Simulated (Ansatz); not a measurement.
**A computed series for Mo2C: pressure series**

Take Mo2C (space group Pbcn, No. 60) as the base.

```cif
data_C4Mo8
_chemical_formula_sum 'Mo8 C4'
_space_group_name_H-M_alt 'P 1'
_space_group_IT_number 1
_cell_length_a 4.70497
_cell_length_b 6.00996
_cell_length_c 5.17639
_cell_angle_alpha 90.000
_cell_angle_beta 90.000
_cell_angle_gamma 90.000
loop_
_space_group_symop_operation_xyz
  'x, y, z'
loop_
_atom_site_label
_atom_site_type_symbol
_atom_site_fract_x
_atom_site_fract_y
_atom_site_fract_z
_atom_site_occupancy
Mo1 Mo 0.24590 0.87746 0.07967 1
Mo2 Mo 0.75410 0.12254 0.92033 1
Mo3 Mo 0.25410 0.62254 0.57967 1
Mo4 Mo 0.74590 0.37746 0.42033 1
Mo5 Mo 0.74590 0.62254 0.92033 1
Mo6 Mo 0.25410 0.37746 0.07967 1
Mo7 Mo 0.75410 0.87746 0.42033 1
Mo8 Mo 0.24590 0.12254 0.57967 1
C1 C 0.50000 0.87720 0.75000 1
C2 C 0.50000 0.12280 0.25000 1
C3 C 0.00000 0.62280 0.25000 1
C4 C 0.00000 0.37720 0.75000 1
```

Cell and atoms are relaxed at each pressure.

Computed with DFT with PBEsol, PAW potentials and a 420 eV plane-wave cutoff in Ansatz (an electronic-structure program), no spin-orbit coupling.

Notes on the quantities. enthalpy: H = E + PV relative to the base's energy.

```tsv
variant	volume per atom	enthalpy
base	12.20 Å³	–
pressure −2 GPa	(withheld)	-0.15 eV/atom
pressure −1 GPa	(withheld)	-0.08 eV/atom
pressure 0.3 GPa	12.19 Å³	+0.02 eV/atom
pressure 0.7 GPa	12.17 Å³	+0.05 eV/atom
pressure 1.5 GPa	12.14 Å³	+0.11 eV/atom
pressure 3 GPa	(withheld)	+0.23 eV/atom
pressure 5 GPa	(withheld)	+0.38 eV/atom
pressure 7.5 GPa	11.92 Å³	+0.56 eV/atom
pressure 10 GPa	11.84 Å³	+0.75 eV/atom
```

Question: Fill in the withheld entries from the trend.

Answer: 
- pressure −2 GPa, volume per atom: 12.28 Å³
- pressure −1 GPa, volume per atom: 12.24 Å³
- pressure 3 GPa, volume per atom: 12.08 Å³
- pressure 5 GPa, volume per atom: 12.01 Å³

Load acts through the strain it causes; cell and atoms are relaxed under it. No phonon test of stability was made. No other phases were tried under pressure. The final runs are not spin-polarised.
